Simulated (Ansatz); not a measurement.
## Carrier properties of SiC (F-43m)

Data:

```xyz
2
Lattice="0.0000 2.1784 2.1784 2.1784 0.0000 2.1784 2.1784 2.1784 0.0000" Properties=species:S:1:pos:R:3 pbc="T T T"
Si     1.0892     1.0892     1.0892
C      0.0000     0.0000     0.0000
```

These are r2SCAN, rigid bands (plane waves, PAW, scalar-relativistic; Ansatz, a first-principles code) values and carry that method's errors. Condition of this run: functional r2SCAN on the same cell. How the cell was made: cell and atoms relaxed with PBEsol.

| Property | Value |
|---|---|
| band gap | 1.71 eV |
| electron conductivity mass (300 K, dilute) | 0.30 mₑ |
| hole conductivity mass (300 K, dilute) | 0.66 mₑ |
| effective density of states N_c (300 K) | 1.4e19 cm⁻³ |
| effective density of states N_v (300 K) | 1.5e20 cm⁻³ |
| density-of-states mass, electrons | 0.68 mₑ |
| density-of-states mass, holes | 3.3 mₑ |
| Seebeck coefficient, n-type 1e19 cm⁻³, 300 K | -248 μV/K |
| best n-type power factor at 300 K for τ = 10 fs (best axis; densities from 1e16 to 1e21 cm⁻³ tried, whether or not they can be reached) | 7.6 μW/(cm·K²) at 3e19 cm⁻³ |
| Seebeck coefficient, p-type 1e19 cm⁻³, 300 K | 437 μV/K |
| best p-type power factor at 300 K for τ = 10 fs (best axis; densities from 1e16 to 1e21 cm⁻³ tried, whether or not they can be reached) | 30 μW/(cm·K²) at 3e20 cm⁻³ |

Rigid bands; masses and Seebeck coefficients take one relaxation time τ for all states and one kind of carrier; polarons and phonon drag are left out. Spin-orbit coupling is left out; where it splits the top of the valence band, N_v and the p-type Seebeck coefficient come out somewhat high without it. Geometry: cell and atoms relaxed with PBEsol.
